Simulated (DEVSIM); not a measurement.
System: GaP/Si n-p heterojunction, at 300 K.

```csv
layer (left to right),material,thickness (μm),Nd (cm⁻³),Na (cm⁻³),τn (s),τp (s)
1,GaP,0.730,3.4e17,-,1.1e-6,1.1e-6
2,Si,0.660,-,1.2e18,1.1e-6,1.1e-6
```

Left contact: ohmic. Right contact: ohmic. Voltage is applied to the left contact. Recombination: SRH at mid-gap, Auger. Mobility is μmin + (μ − μmin)/(1 + (N/Nref)^α).

This is a model device: material constants are rounded textbook-type values typed into the input, and sizes, dopings and lifetimes were drawn at random. Values at 300 K.

```tsv
parameter	GaP	Si
gap (eV)	2.26	1.124
affinity (eV)	3.8	4.05
permittivity	11.1	11.7
Nc (cm⁻³)	1.8e19	2.86e19
Nv (cm⁻³)	1.9e19	3.1e19
μn (cm²/Vs)	250	1417
μp (cm²/Vs)	150	470
μn,min	10	52
μp,min	10	45
Nref,n	4.4e18	9.7e16
Nref,p	1e18	2.2e17
αn	0.8	0.68
αp	0.85	0.72
Cn (cm⁶/s)	1e-30	2.8e-31
Cp (cm⁶/s)	1e-30	9.9e-32
```

Simulated with DEVSIM: 1D drift-diffusion, Boltzmann statistics, complete ionisation; no tunnelling, impact ionisation, image-force lowering or self-heating. Band offsets follow the typed affinities; no thermionic-emission limit at abrupt steps, no polarisation charge.

The doping Nd of layer 1 was swept, all else fixed.

| doping Nd of layer 1 (cm^-3) | dark forward voltage at 100 A/cm² (V) | dark forward voltage at 1 A/cm² (V) | potential step across the device at zero bias (V) | largest field in the device at zero bias (V/cm) |
|---|---|---|---|---|
| 1e16 | 1.006 | 0.849 | 1.096 | 58000 |
| 3.4e16 | 0.962 | 0.819 | 1.128 | 110000 |
| 1e17 | 0.923 | 0.780 | 1.156 | 180000 |
| 3.4e17 | 0.860 | 0.717 | 1.187 | 310000 |
| 1e18 | 0.826 | 0.702 | 1.215 | 460000 |
| 3.4e18 | 0.822 | 0.702 | 1.247 | 590000 |

From the first row to the last the dark forward voltage at 100 A/cm² goes from 1.006 to 0.822. From the first row to the last the dark forward voltage at 1 A/cm² goes from 0.849 to 0.702.
